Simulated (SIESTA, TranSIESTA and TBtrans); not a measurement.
Rh chain bridged by a linear C4 unit along the axis

Junction: Rh chain bridged by a linear C4 unit along the axis. Leads: straight Rh chain, spacing 2.3 Å. Geometry: as built, not relaxed. Transport runs along z; the first 6 and the last 6 of the 24 atoms are the lead cells, repeated to infinity.

```xyz
24
Lattice="9.000 0.000 0.000 0.000 9.000 0.000 0.000 0.000 51.110" Properties=species:S:1:pos:R:3 pbc="F F T"
Rh     4.500     4.500     0.000
Rh     4.500     4.500     2.300
Rh     4.500     4.500     4.600
Rh     4.500     4.500     6.900
Rh     4.500     4.500     9.200
Rh     4.500     4.500    11.500
Rh     4.500     4.500    13.800
Rh     4.500     4.500    16.100
Rh     4.500     4.500    18.400
Rh     4.500     4.500    20.700
C      4.500     4.500    22.500
C      4.500     4.500    23.770
C      4.500     4.500    25.040
C      4.500     4.500    26.310
Rh     4.500     4.500    28.110
Rh     4.500     4.500    30.410
Rh     4.500     4.500    32.710
Rh     4.500     4.500    35.010
Rh     4.500     4.500    37.310
Rh     4.500     4.500    39.610
Rh     4.500     4.500    41.910
Rh     4.500     4.500    44.210
Rh     4.500     4.500    46.510
Rh     4.500     4.500    48.810
```
Starting moments (μB): atom 7 +1.5, atom 8 +1.5, atom 9 +1.5, atom 10 +1.5, atom 15 +1.5, atom 16 +1.5, atom 17 +1.5, atom 18 +1.5; lead atoms +1.5 (left) and +1.5 (right).

TranSIESTA and TBtrans, PBE, DZP numerical orbitals (energy shift 0.15 eV), PseudoDojo norm-conserving scalar-relativistic potentials, mesh cutoff 200 Ry, 300 K, spin-polarised (collinear), no spin-orbit coupling; self-consistent non-equilibrium Green functions.

```
Quantity                           Result
---------------------------------  ------
Conductance at 300 K (G0 = 2e²/h)    1.98
Mean T from −0.5 to 0.5 eV           1.97
```

Energies count from the leads' Fermi level. Transmissions are for each spin. The energy step is 0.01 eV; narrower resonances are cut or missed.

| E (eV) | T up | T down | lead channels up | down |
|---|---|---|---|---|
| -1.95 | 1.86 | 1.94 | 3 | 3 |
| -1.80 | 1.87 | 1.95 | 3 | 3 |
| -1.65 | 1.86 | 1.95 | 3 | 3 |
| -1.50 | 1.85 | 1.94 | 3 | 3 |
| -1.35 | 1.84 | 1.92 | band edge | 3 |
| -1.20 | 1.84 | 1.91 | 6 | 3 |
| -1.05 | 1.85 | 1.90 | 6 | 3 |
| -0.90 | 1.86 | 1.90 | 6 | band edge |
| -0.75 | 1.88 | 1.91 | 6 | 6 |
| -0.60 | 1.90 | 1.93 | 6 | 6 |
| -0.45 | 1.92 | 1.96 | band edge | 6 |
| -0.30 | 1.93 | 1.98 | 4 | 6 |
| -0.15 | 1.94 | 2.00 | 4 | 6 |
| 0.00 | 1.95 | 2.00 | 4 | 6 |
| 0.15 | 1.96 | 1.99 | 4 | 4 |
| 0.30 | 1.99 | 1.97 | 4 | 4 |
| 0.45 | 2.00 | 1.92 | 4 | 4 |
| 0.60 | 1.92 | 1.86 | 4 | 4 |
| 0.75 | 1.33 | 1.76 | 3 | 4 |
| 0.90 | 0.0015 | 1.58 | 1 | 4 |
| 1.05 | 0.0011 | 1.20 | 1 | 3 |
| 1.20 | 0.00086 | 0.089 | 1 | band edge |
| 1.35 | 0.00074 | 0.0010 | 1 | 1 |
| 1.50 | 0.00066 | 0.00083 | 1 | 1 |
| 1.65 | 0.00061 | 0.00070 | 1 | 1 |
| 1.80 | 0.00057 | 0.00062 | 1 | 1 |
| 1.95 | 0.00054 | 0.00056 | 1 | 1 |

The magnetic order of the leads was set by the start, and no other order was tried; the separate lead runs end at 0.62 (left) and 0.62 (right) μB an atom. The straight chain is held at its spacing; free chains may zigzag or dimerise.
